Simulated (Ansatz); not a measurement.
Input and output of a relaxation of cell and atoms for HfGa3 (I4/mmm, 4 atoms in the cell) (Ansatz, a first-principles code).

Level of theory: LDA (PW92), default PAW files made with PBE (plane waves; Ansatz).

The change in words: atoms on their sites; basis.ecutwfc: 420 eV → 210 eV; relax: default → cell and atoms. Reference geometry:
```xyz
4
Lattice="-1.9228 1.9228 4.4878 1.9228 -1.9228 4.4878 1.9228 1.9228 -4.4878" Properties=species:S:1:pos:R:3 pbc="T T T"
Hf     0.0000     0.0000     0.0500
Ga     0.0000     0.0000     4.4878
Ga     0.0000     1.9228     2.2439
Ga     1.9228     0.0000     2.2439
```

Reference input (self-consistent single point, DFT, LDA (PW92), plane waves, default PAW files made with PBE): basis.ecutwfc = 420 eV; kpoints.mp_grid.grid = 7 7 7; hamiltonian.xc = lda; hamiltonian.pseudopotentials = {kind: paw} (the program's default PAW files); scf.occupations.method = gaussian; scf.occupations.width = 0.1 eV. This run's input differs from it in these lines:

Ansatz 0.2 input:
```diff
@@ -7,3 +7,3 @@
   atoms:
-    - { symbol: Hf, position: [0.005571, 0.005571, 0.000000] }
+    - { symbol: Hf, position: [0.000000, 0.000000, 0.000000] }
     - { symbol: Ga, position: [0.500000, 0.500000, 0.000000] }
@@ -12,3 +12,3 @@
 basis:
-  ecutwfc: 420.0
+  ecutwfc: 210.0
 kpoints:
@@ -20,2 +20,4 @@
   occupations: { method: gaussian, width: 0.1 }
+relax:
+  cell: {}
 output:
```

Output, abridged:

```
   [... SCF lines of the steps left out ...]
relax step   1: F+E_penalty+E_count = -26577.87910780 eV  Δ(F+E_penalty+E_count) = +0.000e0 eV  max|allowed force component| = 1.041e-17 eV/Å  Δτ_max = 0.0000 Å  P = -5.375 GPa  Ω = 66.366 Å³  (8 SCF iters, dr2 threshold 1.00e-7 eV, accepted)
relax step   2: F+E_penalty+E_count = -26585.37459945 eV  Δ(F+E_penalty+E_count) = -7.495e0 eV  max|allowed force component| = 4.337e-18 eV/Å  Δτ_max = 0.0000 Å  P = +80.296 GPa  Ω = 61.026 Å³  energy of the carried Pulay correction = +8.722e0 eV  [...]
   [... lines left out ...]
relax step  79: F+E_penalty+E_count = -26577.78689096 eV  Δ(F+E_penalty+E_count) = +2.991e-3 eV  max|allowed force component| = 2.776e-17 eV/Å  Δτ_max = 0.0000 Å  P = -0.007 GPa  Ω = 62.364 Å³  energy of the carried Pulay correction = -2.992e-3 eV  [...]
relax step  80: F+E_penalty+E_count = -26577.79860801 eV  Δ(F+E_penalty+E_count) = -1.172e-2 eV  max|allowed force component| = 4.163e-17 eV/Å  Δτ_max = 0.0000 Å  P = -0.015 GPa  Ω = 62.364 Å³  stress off target by 4.29e-2 GPa  SCF on the basis [...]
basis re-selected at this cell: Δ(F+E_penalty+E_count) = -1.172e-2 eV, ΔP = -0.008 GPa vs the last step
the relaxation is at rest under the 16 symmetry operations that the run kept from its start: a minimum is not shown …
Free energy (F): -26577.798608 eV
Internal energy: -26577.794085 eV  (E = F + TS)
E sigma→0 (E₀):  -26577.796346 eV
Entropy (-TS):   -0.004523 eV (-1.131 meV/atom)
Fermi energy:    15.935836 eV
--- Forces (eV/Å), atoms counted from 1 ---
  atom   1  Hf    -0.00000000    -0.00000000     0.00000000
   [... zero for the other atoms too ...]
   [... lines left out ...]
  cell:  # Å, volume = 62.3640 Å³
   [... lines left out ...]
    - [1.8662365502961953, 1.8662365502961953, -4.476523302072779]
  atoms:
    - { symbol: Hf, position: [-1.5596901070099687e-35, -2.661708539524792e-34, -2.7103905992008192e-34] }
    - { symbol: Ga, position: [0.5, 0.5, -2.8316225291477896e-34] }
    - { symbol: Ga, position: [0.75, 0.24999999999999997, 0.49999999999999994] }
    - { symbol: Ga, position: [0.24999999999999997, 0.75, 0.49999999999999994] }
```

The run converged. 

Summary of the result:
```
Quantity                                                                                     Value
-----------------------------------------------  -------------------------------------------------
Free energy E − TS (on the zero of these files)                                     -26577.7986 eV
Fermi level (on the code's own zero)                                                      15.94 eV
Pressure                                                                                 -0.02 GPa
Final cell                                       a = b = c = 5.1966 Å, α = β = 137.91°, γ = 61.05°
Final volume per atom                                                                     15.59 Å³
Relaxation steps                                                                                80
```

The starting cell comes from a database of computed structures (which also holds hypothetical and non-ambient phases and stackings), without a prior relaxation at this level. Its lattice was rescaled by up to half a per cent. The relaxation keeps the symmetry of its start, so its end need not be a minimum. Ansatz's pressure includes its estimate of the finite-basis (Pulay) stress. Without the estimate this run gives -266.15 GPa. The cutoff lies below the one recommended for these files.

Cost on one core of a shared machine: roughly 2 min.
